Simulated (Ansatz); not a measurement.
ScAl3 (Pm-3m): band-structure transport figures

Here is the system:

```
CELL_PARAMETERS angstrom
      4.07197     0.00000     0.00000
      0.00000     4.07197     0.00000
      0.00000     0.00000     4.07197
ATOMIC_POSITIONS crystal
  Sc 0.00000 0.00000 0.00000
  Al 0.50000 0.00000 0.50000
  Al 0.00000 0.50000 0.50000
  Al 0.50000 0.50000 0.00000
```

Computed with r2SCAN, rigid bands (plane waves, PAW, scalar-relativistic; Ansatz, a quantum-chemistry and plane-wave program). Condition of this run: functional r2SCAN on the same cell. Geometry: cell and atoms relaxed with PBEsol.

```
Quantity                                                         Result
------------------------------------  ---------------------------------
density of states at the Fermi level  1.16 states/(eV·cell), both spins
bare Sommerfeld coefficient                   0.68 mJ/(mol of atoms·K²)
Drude plasma energy                                              6.0 eV
root-mean-square Fermi velocity                               8.9e5 m/s
resistivity times τ                                   13.8 ×10⁻²² Ω·m·s
```

A metal at this level (no band gap); rigid bands, thermally averaged at 300 K, both spins. Spin-orbit coupling is left out. τ is one relaxation time for all states.

Computed structure, not matched to a measured one here, so possibly hypothetical: ScAl3 (Pm-3m).
